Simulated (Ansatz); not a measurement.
V_Br in orthorhombic CsPbBr3: one set of geometries, relaxed with PBE, evaluated in Ansatz (PAW, plane waves to 420 eV, 500 eV under r2SCAN) with PBE, r2SCAN.

Cell and caveats: 80-site cell; 1×2×1 shifted k-points; start: the Br(1) site; charged states image-corrected; no spin–orbit coupling; not converged in cell size; flagged in the runs: a host whose relaxation on this sampling wasn't shown to rest, a strain field that reaches the edge of the cell.

```tsv
quantity	PBE	r2SCAN
host gap (eV)	2.13	___
ε(+1/0) above the VBM (eV)	1.85	not settled
neutral formation energy against solid bromine (eV)	2.75	___
largest moment on one atom at charge 0 (μB)	0.22	___
```

Problem. Given the lower rungs, what does r2SCAN give?

Solution. 
- host gap (eV), r2SCAN: 2.52
- neutral formation energy against solid bromine (eV), r2SCAN: 3.02
- largest moment on one atom at charge 0 (μB), r2SCAN: 0.24

Ansatz is a program for electronic structure.
